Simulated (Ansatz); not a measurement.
Ansatz (an electronic-structure program) run on Se (C2, 3 atoms in the cell): relaxation of the atoms.

Method: LDA (PW92), default PAW files made with PBE (plane waves; Ansatz).

The change in words: one atom moved by 0.15 angstrom; relax: default → atoms; relax.f_tol: default → 0.001 eV/Å. Reference geometry:
```yaml
crystal:
  lattice:
    - [2.19156, -3.79589, 0.00000]
    - [2.19156, 3.79589, 0.00000]
    - [0.00000, 0.00000, 4.96485]
  atoms:
    - { symbol: Se, position: [0.00000, 0.22500, 0.66667] }
    - { symbol: Se, position: [0.77500, 0.77500, 0.00000] }
    - { symbol: Se, position: [0.22500, 0.00000, 0.33333] }
```

Reference input (self-consistent single point, DFT, LDA (PW92), plane waves, default PAW files made with PBE): basis.ecutwfc = 420 eV; kpoints.mp_grid.grid = 7 7 5; hamiltonian.xc = lda; hamiltonian.pseudopotentials = {kind: paw} (the program's default PAW files); scf.occupations.method = fermi_dirac; scf.occupations.width = 0.01 eV. This run's input differs from it in these lines:

```diff
@@ -8,3 +8,3 @@
     - { symbol: Se, position: [0.000000, 0.225000, 0.666667] }
-    - { symbol: Se, position: [0.775000, 0.775000, 0.000000] }
+    - { symbol: Se, position: [0.809222, 0.809222, 0.000000] }
     - { symbol: Se, position: [0.225000, 0.000000, 0.333333] }
@@ -23,2 +23,4 @@
     width: 0.01 eV
+relax:
+  f_tol: 0.001
 output:
```

Log, with long lists cut:

```
   [... SCF lines of the steps left out ...]
relax step   1: F+E_penalty+E_count = -16149.50440990 eV  Δ(F+E_penalty+E_count) = +0.000e0 eV  max|allowed force component| = 1.435e0 eV/Å  Δτ_max = 0.0000 Å  (7 SCF iters, dr2 threshold 1.00e-7 eV, accepted)
relax step   2: F+E_penalty+E_count = -16149.61142948 eV  Δ(F+E_penalty+E_count) = -1.070e-1 eV  max|allowed force component| = 2.944e-1 eV/Å  Δτ_max = 0.1024 Å  (5 SCF iters, dr2 threshold 1.00e-4 eV, accepted)
relax step   3: F+E_penalty+E_count = -16149.61897041 eV  Δ(F+E_penalty+E_count) = -7.541e-3 eV  max|allowed force component| = 6.327e-2 eV/Å  Δτ_max = 0.0330 Å  (5 SCF iters, dr2 threshold 5.42e-6 eV, accepted)
relax step   4: F+E_penalty+E_count = -16149.61987662 eV  Δ(F+E_penalty+E_count) = -9.062e-4 eV  max|allowed force component| = 6.057e-3 eV/Å  Δτ_max = 0.0118 Å  (5 SCF iters, dr2 threshold 2.50e-7 eV, accepted)
relax step   5: F+E_penalty+E_count = -16149.61987981 eV  Δ(F+E_penalty+E_count) = -3.187e-6 eV  max|allowed force component| = 4.674e-5 eV/Å  Δτ_max = 0.0006 Å  (5 SCF iters, dr2 threshold 2.29e-9 eV, accepted)
relax step   6: F+E_penalty+E_count = -16149.61987981 eV  Δ(F+E_penalty+E_count) = -5.639e-11 eV  max|allowed force component| = 4.695e-5 eV/Å  Δτ_max = 0.0000 Å  (2 SCF iters, accepted)
the relaxation is at rest under the 2 symmetry operations that the run kept from its start: a minimum is not shown …
Stability not checked: this state was not tested for a lower state beside it, because too few of the mixer's solves of this state at the end of the SCF gave a …
Free energy (F): -16149.619880 eV
Internal energy: -16149.619880 eV  (E = F + TS)
E sigma→0 (E₀):  -16149.619880 eV
Fermi energy:    6.947438 eV
--- Forces (eV/Å), atoms counted from 1 ---
  atom   1  Se    -0.00002327     0.00002761    -0.00000951
  atom   2  Se     0.00004714     0.00000000     0.00000000
   [... lines left out ...]
--- Relaxed structure (6 steps of the walk, 6 accepted, 0 SCFs on fresh bases) ---
  F+E_penalty+E_count = -16149.61987981 eV   max|allowed force component| = 4.695e-5 eV/Å
  atoms:
    - { symbol: Se, position: [0.011409056325644665, 0.2385983152909621, 0.6666673382802777] }
    - { symbol: Se, position: [0.7842146283833932, 0.7842146283833932, 0.0] }
    - { symbol: Se, position: [0.2385983152909621, 0.011409056325644665, 0.33333266171972203] }
```

The run converged. 

Summary of the result:
| Property | Value |
|---|---|
| Free energy E − TS (on the zero of these files) | -16149.6199 eV |
| Top of the valence band (on the code's own zero) | 6.39 eV |
| Gap on the k-point mesh | 1.11 eV |
| Pressure | -2.23 GPa |
| Relaxation steps | 6 |

The starting cell has typed, rounded lattice constants, without a prior relaxation at this level. Its lattice was rescaled by up to half a per cent. For this run, on top of that: one atom moved by 0.15 angstrom. Ansatz's pressure includes its estimate of the finite-basis (Pulay) stress.

Cost on one core of a shared machine: roughly 40 s.

Keys are those of Ansatz 0.2.
